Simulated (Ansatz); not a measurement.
## Hypothetical zinc blende CaO, element substitutions

Take CaO in the zinc blende structure (space group F-43m, No. 216; a = 5.244 Å; a hypothetical phase, not in the database extracts checked) as the base.

Each row replaces one element on all its sites; cell and atoms are relaxed.

Levels (all Ansatz, a first-principles code, PAW): PBE (420 eV, no SOC); r2SCAN (500 eV, spin-orbit coupling left out).

The base cell above is that of PBE; each level relaxes its own structures.

```tsv
case	volume per atom, PBE	volume per atom, r2SCAN
Ca → Li	11.12 Å³	[?]
O → C	23.05 Å³	[?]
O → F	21.51 Å³	20.72 Å³
```

Q: What belongs in the blanks?

A: 
- Ca → Li, volume per atom, r2SCAN: 10.64 Å³
- O → C, volume per atom, r2SCAN: 22.94 Å³

PBE lies above r2SCAN in every row, by 0.11 Å³ to 0.78 Å³. They put the cases in the same order.

The magnetic state is the one reached from the starting moments; the real material's order can differ, and small cells can't hold many antiferromagnetic ones. Whether these cells are dynamically stable was not tested. As relaxed here, LiO and CaC are hypothetical phases, not in the database extracts checked. Spin-polarised in the final run: PBE LiO, r2SCAN LiO, PBE CaF and r2SCAN CaF; the other runs are not.
